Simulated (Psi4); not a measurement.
Psi4 1.11, WB97X/def2-svp: Si(F)3(I) (F[Si](F)(F)I), 5 atoms. The geometry is a generated start, not checked to be a minimum at this level.

| Property | Value |
|---|---|
| task | energy |
| method | wb97x |
| basis | def2-svp |
| memory | 3 GB |
| maxiter | 100 |
| keys of the molecule block | symmetry c1 |
| scf_type | df (default) |
| e_convergence | 1e-06 (default) |
| d_convergence | 1e-06 (default) |
| dft_radial_points | 75 (default) |
| dft_spherical_points | 302 (default) |
| effective core potentials | those of the basis set, past Kr |
| basis functions | 86 |
| grid points | 106846 |

```xyz
5

F     -0.7634    -0.7300    -1.2358
Si    -0.1244     0.0063    -0.0032
F     -0.7721    -0.6309     1.2817
F     -0.6071     1.4983    -0.0561
I      2.2670    -0.1436     0.0135
```

With the defaults (diis = true, scf_initial_accelerator = adiis, damping_percentage = 0, guess = auto, which took SAD, diis_max_vecs = 10, diis_start = 1) it converges in 9 SCF iterations. One run each on 2 threads, with these changes:
- diis_max_vecs = 20
- guess = sadno
- guess = sapgau
- scf_initial_accelerator = ediis
- guess = huckel
- diis = false, scf_initial_accelerator = none, damping_percentage = 60
- diis_start = 4
- diis_max_vecs = 6
- guess = core

**Question.** Name the settings that don't reach the solution of the defaults.

**Answer.** No convergence: diis = false, scf_initial_accelerator = none, damping_percentage = 60 (the run ends without SCF convergence in 100 iterations). The rest reach the solution of the defaults.

```csv
setting,SCF iterations,end
diis_max_vecs = 20,8,same solution
the defaults,9,same solution
diis_max_vecs = 6,9,same solution
scf_initial_accelerator = ediis,9,same solution
guess = huckel,9,same solution
guess = sadno,10,same solution
diis_start = 4,10,same solution
guess = core,13,same solution
guess = sapgau,13,same solution
"diis = false, scf_initial_accelerator = none, damping_percentage = 60",100,no convergence
```
